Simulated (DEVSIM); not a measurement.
System: Schottky contact on p-type In0.53Ga0.47As, at 300 K.

```
layer (left to right)        material  thickness (μm)  Na (cm⁻³)  τn (s)  τp (s)
---------------------  --------------  --------------  ---------  ------  ------
1                      In0.53Ga0.47As           0.360       5e16  6.3e-8  2.1e-8
```

Left contact: Schottky, work function 4.91 eV, emission velocity 1.2e7 cm/s. Right contact: ohmic. Voltage is applied to the left contact. Recombination: SRH at mid-gap, Auger. Mobility is μmin + (μ − μmin)/(1 + (N/Nref)^α).

The device is made up for the run: typed textbook-type constants, with dimensions and the other settings drawn at random. Values at 300 K.

```
parameter      In0.53Ga0.47As
-------------  --------------
gap (eV)                 0.74
affinity (eV)            4.51
permittivity             13.9
Nc (cm⁻³)              2.1e17
Nv (cm⁻³)              7.7e18
μn (cm²/Vs)             12000
μp (cm²/Vs)               300
μn,min                    300
μp,min                     10
Nref,n                 1.3e17
Nref,p                 4.9e17
αn                       0.48
αp                        0.4
Cn (cm⁶/s)              5e-29
Cp (cm⁶/s)              5e-29
```

DEVSIM, 1D drift-diffusion, Boltzmann statistics, complete ionisation; no tunnelling, impact ionisation, image-force lowering or self-heating. Metal contacts follow the ideal Schottky-Mott rule: no Fermi-level pinning, no interface dipoles.

Problem. Tabulate band edges, carrier densities and field at zero bias.

Solution. Energies count from the Fermi level of the right contact; mesh points crowd at the junctions.

```
x (μm)    Ec (eV)  Ev (eV)  n (cm⁻³)  p (cm⁻³)  field (V/cm)
--------  -------  -------  --------  --------  ------------
0.000       0.400   -0.340    4.0e10    1.5e13         49000
0.005372    0.425   -0.315    1.5e10    4.0e13         45000
0.01178     0.453   -0.287     5.1e9    1.2e14         41000
0.01942     0.483   -0.257     1.6e9    3.7e14         36000
0.03266     0.525   -0.215     3.2e8    1.9e15         28000
0.04432     0.554   -0.186     1.1e8    5.7e15         21000
0.05824     0.577   -0.163     4.2e7    1.4e16         14000
0.08234     0.599   -0.141     1.8e7    3.3e16          5200
0.1036      0.606   -0.134     1.4e7    4.3e16          2000
0.1289      0.609   -0.131     1.3e7    4.8e16           580
0.1591      0.610   -0.130     1.2e7    5.0e16           130
0.2009      0.610   -0.130     1.2e7    5.0e16            16
0.2311      0.610   -0.130     1.2e7    5.0e16           ≈ 0
0.2564      0.610   -0.130     1.2e7    5.0e16           ≈ 0
0.2815      0.610   -0.130     1.2e7    5.0e16           ≈ 0
0.2987      0.610   -0.130     1.2e7    5.0e16           ≈ 0
0.3131      0.610   -0.130     1.2e7    5.0e16           ≈ 0
0.3252      0.610   -0.130     1.2e7    5.0e16           ≈ 0
0.3389      0.610   -0.130     1.2e7    5.0e16           ≈ 0
0.3468      0.610   -0.130     1.2e7    5.0e16           ≈ 0
0.3534      0.610   -0.130     1.2e7    5.0e16           ≈ 0
0.3600      0.610   -0.130     1.2e7    5.0e16           ≈ 0
```
